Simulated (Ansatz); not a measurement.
# Effect of uniaxial strain ε_zz = −1.20 % on SnO

The parent structure is SnO (space group P4/nmm, No. 129; a = 3.769 Å, c = 4.557 Å; layered, stacked along the Cartesian z axis; relaxed with 0.1 eV smearing). Axes: x, y, z lie along a, b, c of the conventional cell.

It is then changed as follows: uniaxial strain ε_zz = −1.20 %, all other strain components held at zero; the atoms relax in the strained cell.

Method: DFT with PBEsol-D3(BJ), PAW potentials and a 420 eV plane-wave cutoff in Ansatz (a program for electronic structure), scalar-relativistic without spin-orbit coupling. Γ-centred 15×15×13 mesh, Fermi–Dirac width 0.1 eV.

* **Volume per atom**: 15.99 Å³ (base 16.18 Å³)
* **Space group**: P4/nmm (No. 129) (base P4/nmm (No. 129))
* **Shortest interatomic distance**: 220.9 pm (base 221.1 pm)
* **Energy relative to the base (free energy F)**: +0.5 meV/atom
* **Pressure (mean of the normal stresses, compression positive)**: 0.4 GPa (base 0.0 GPa)
* **Band gap**: zero (base zero)
* **Largest internal atomic displacement**: 0.011 Å
* **Stress (xx, yy, zz, yz, xz, xy; compression positive)**: (0.3, 0.3, 0.8, 0.0, 0.0, 0.0) GPa

Cost of the whole job for the changed cell (relaxation, final SCF and bands): very roughly 50 core-seconds.

Stability against distortions was not tested. The final runs are not spin-polarised. A zero or small gap of SnO can be the functional's error rather than a property of the material.
